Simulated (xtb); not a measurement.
xtb 6.7.1, GFN1-xTB: Mn(hfac)(amdMe) (CC1[N](C)[Mn]2([O]C(=CC(=[O]->2)C(F)(F)F)C(F)(F)F)<-[N]=1C), charge 0, multiplicity 6, 30 atoms. The geometry is a generated start, not checked to be a minimum at this level.

| Quantity | Result |
|---|---|
| method | GFN1-xTB |
| --acc | 1 (default) |
| --etemp (K) | 300 (default) |
| detailed input (--input) | none: ANC optimiser, Lindh (1995) Hessian, microcycle=20, maxdispl=1.0, hlow=0.01 (default) |
| basis functions | 106 |
| valence electrons | 117 |

```xyz
30

Mn    -0.2874    -0.3640    -0.3032
F      2.2062     1.2018     3.4626
C      2.7332     0.1066     2.9088
F      3.0733    -0.7138     3.9132
F      3.8812     0.4803     2.3178
C      1.7707    -0.5401     1.8908
C      1.7946    -1.9276     1.8070
C      0.9900    -2.6382     0.8979
C      1.1263    -4.1667     0.9252
F      0.3559    -4.7544     0.0096
F      2.3893    -4.5649     0.6968
F      0.7840    -4.6802     2.1199
O      0.1746    -2.1455     0.0689
O      1.0810     0.2805     1.2207
H      2.4461    -2.4873     2.4576
C     -2.1370     2.6696    -2.1164
C     -1.4870     1.4721    -1.4852
N     -1.9748     0.8402    -0.4144
C     -3.1680     1.3234     0.2389
N     -0.3523     0.9265    -1.9299
C      0.3436     1.5016    -3.0560
H     -1.9389     2.6945    -3.1839
H     -1.7373     3.5817    -1.6725
H     -3.2109     2.6528    -1.9566
H     -3.3358     0.7318     1.1379
H     -3.0698     2.3784     0.5207
H     -4.0447     1.2105    -0.4131
H      1.2832     0.9703    -3.1931
H     -0.2452     1.3962    -3.9755
H      0.5560     2.5637    -2.8944
```

Charge 0 and multiplicity 6 are set for this test and not shown to be the ground state. GFN-xTB has no spin term: --uhf 5 sets the occupations alone.

The structure is relaxed from this start with --opt LEVEL for the levels crude, sloppy, loose, lax, normal, tight, vtight, extreme, once each. Up to the end of the extreme run atoms move by at most 0.71 Å along an axis.

Problem. Choose the cheapest level whose final energy lies within 5 meV of that of extreme.

Solution. normal: 22 cycles against 108, ending 3.7 meV above.

```json
[
 {"level": "crude", "cycles": "4", "energy above the extreme run (meV)": "16", "gradient norm (eV/Å)": "0.46"},
 {"level": "sloppy", "cycles": "6", "energy above the extreme run (meV)": "9.8", "gradient norm (eV/Å)": "0.15"},
 {"level": "loose", "cycles": "6", "energy above the extreme run (meV)": "9.8", "gradient norm (eV/Å)": "0.15"},
 {"level": "lax", "cycles": "8", "energy above the extreme run (meV)": "8.8", "gradient norm (eV/Å)": "0.090"},
 {"level": "normal", "cycles": "22", "energy above the extreme run (meV)": "3.7", "gradient norm (eV/Å)": "0.023"},
 {"level": "tight", "cycles": "44", "energy above the extreme run (meV)": "0.73", "gradient norm (eV/Å)": "0.010"},
 {"level": "vtight", "cycles": "90", "energy above the extreme run (meV)": "0.033", "gradient norm (eV/Å)": "0.0083"},
 {"level": "extreme", "cycles": "108", "energy above the extreme run (meV)": "—", "gradient norm (eV/Å)": "0.0017"}
]
```
